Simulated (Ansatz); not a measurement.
Take MgS in the rock salt structure (space group Fm-3m, No. 225; a = 5.129 Å) as the base. Axes: x, y, z lie along the cube axes.

Calculations: LDA (Ansatz, a program for electronic structure; PAW; 420 eV plane waves; scalar-relativistic without spin-orbit coupling).

For the base:

The band gap comes out as 2.65 eV. The valence-band top at Γ is 0.00, 0.00, 0.00 eV and the electron mass is 0.53 mₑ along k, 0.28 mₑ across (at X). The pressure comes out as 0.00 GPa.

The change: uniaxial strain ε_zz = −3.00 %, all other strain components held at zero, atoms relaxed at fixed cell.

Question: What happens to the band gap, valence-band top at Γ, electron mass, energy relative to the base and pressure?

Answer: The band gap falls by 0.09 eV (2.65 eV → 2.56 eV); the valence-band top at Γ (three highest levels, from the VBM) becomes 0.00, 0.00, -0.14 eV (base: 0.00, 0.00, 0.00 eV); the electron mass goes from 0.53 mₑ along k, 0.28 mₑ across (at X) to 0.50 mₑ along k, 0.30 mₑ across (at X); the energy goes up by 8.7 meV/atom; the pressure (mean of the normal stresses, compression positive) goes from zero to 2.87 GPa.

Masses are band curvatures over ±0.01 Å⁻¹ around the edge. Along k means along the line from Γ to the band edge. Whether these cells are dynamically stable was not tested.
